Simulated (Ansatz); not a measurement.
**CdTe: pressure series**

The parent structure is CdTe in the zinc blende structure (space group F-43m, No. 216; a = 6.5581 Å).

Cell and atoms are relaxed at each pressure.

Level of theory: DFT with r2SCAN, PAW potentials and a 500 eV plane-wave cutoff in Ansatz (an electronic-structure program), no SOC, earlier PAW set.

Notes on the quantities. hole mass: degenerate bands, along [100].

```
variant            band gap                    hole mass  lattice parameter a
-----------------  --------  ---------------------------  -------------------
base                1.16 eV  0.092, 0.55, 0.55 mₑ (at Γ)             655.8 pm
pressure −2 GPa     0.98 eV  0.083, 0.60, 0.60 mₑ (at Γ)             668.4 pm
pressure −1 GPa     1.07 eV  0.088, 0.57, 0.57 mₑ (at Γ)             661.7 pm
pressure 0.9 GPa    1.23 eV  0.095, 0.53, 0.53 mₑ (at Γ)             651.3 pm
pressure 2.1 GPa    1.31 eV  0.098, 0.50, 0.50 mₑ (at Γ)             645.7 pm
pressure 4.5 GPa    1.45 eV   0.10, 0.47, 0.47 mₑ (at Γ)             636.4 pm
pressure 9 GPa      1.67 eV   0.11, 0.42, 0.42 mₑ (at Γ)             622.7 pm
pressure 15 GPa     1.89 eV   0.12, 0.37, 0.37 mₑ (at Γ)             609.0 pm
pressure 22.5 GPa   2.09 eV   0.13, 0.33, 0.33 mₑ (at Γ)             596.1 pm
pressure 30 GPa     2.05 eV   0.13, 0.30, 0.30 mₑ (at Γ)             585.8 pm
```

Spin-orbit coupling, missing from the scalar runs, can matter with Te. Load acts through the strain it causes; cell and atoms are relaxed under it. Effective masses come from finite differences of ±0.01 Å⁻¹. Stability against distortions was not tested. Measured, CdTe leaves this structure (for cinnabar) near 3.53 GPa (temperature not stated; as listed in Datta, Sujoy, Jana, Debnarayan, arXiv (2020)), on rising pressure, with hysteresis.
